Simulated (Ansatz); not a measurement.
Amorphous Si24O48H2, 74 atoms at 2.02 g/cm³, one PBE-relaxed geometry, zone centre. Methods: PBE, scalar-relativistic without spin-orbit coupling (Ansatz, a first-principles code); r2SCAN, scalar-relativistic without spin-orbit coupling (Ansatz). Plane waves to 420 eV (r2SCAN 500 eV). The usual formal charges leave 2 electrons over, so the level spacing at the Fermi energy parts defect or band states and needn't be the band gap. At PBE the levels at the filled edge of the gap are localised (band-tail or defect states), and the nearest spread-out levels lie 5.3 eV apart at the zone centre. All rungs ran without spin polarisation.

It comes from a melt-quench run on a machine-learned potential (CHGNet), relaxed afterwards by DFT. O atoms were pushed apart under 1.9 Å during the dynamics, to hinder bonds among them. The hot cell started wider than the set density and was brought back towards it in steps. It is the lowest in DFT energy of 2 quenches. It is a model cell: composition and starting density were chosen by hand, and all elements were melted together. No dispersion term was used. Its density started from a set value of 2.02 and ended at 2.02 g/cm³. The simulated quench (nominally 390 K/ps over its main leg) is rapid and tends to freeze in more defects than a deposited or slowly cooled glass has. A cell of this size samples the disorder only roughly. The volume was held where the preparation left it and the shape relaxed, at a PBE pressure of -2.2 GPa (tension). Stress components on the final sampling reach 2.3 GPa.

The relaxation ran on the zone centre alone. At PBE the level spacing at the Fermi energy is 3.52 eV on a 2×2×2 Γ-centred mesh, and the spacing at the zone centre alone 3.58 eV.

Q: What zone-centre spacing does r2SCAN give, roughly?

A: 4.09 eV (+0.51 eV against PBE).

The highest filled and the lowest empty state spread over these numbers of atoms (participation numbers): PBE: 6.3 and 38.1; r2SCAN: 6.0 and 45.7.
